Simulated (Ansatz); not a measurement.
## A computed series for ZnO: response to strain

The reference is ZnO in the wurtzite structure (space group P6_3mc, No. 186; a = 3.187 Å, c = 5.153 Å). Axes: x lies along a and z along c of the hexagonal cell.

Strains are applied to the cell and any free atomic positions relax.

Method: LDA (Ansatz, a first-principles code), without spin-orbit coupling.

Notes on the quantities. energy relative to the base: free energy F.

| uniaxial strain ε_xx (%) | energy relative to the base (meV/atom) |
|---|---|
| -3 | 7.1 |
| -2.4 | 4.5 |
| -1.8 | 2.5 |
| -1.2 | 1.1 |
| -0.6 | ? |
| 0 | 0.0 |

**Question.** Fit ΔE = Aε² + Bε³ (ε in %) to the rows shown and predict the withheld row.

**Answer.** Least squares on the printed values gives A = 0.748 and B = -0.014 meV/atom (largest residual 0.0 meV/atom); this predicts 0.3 meV/atom, and the run gives 0.3 meV/atom, in agreement.

No phonon test of stability was made.
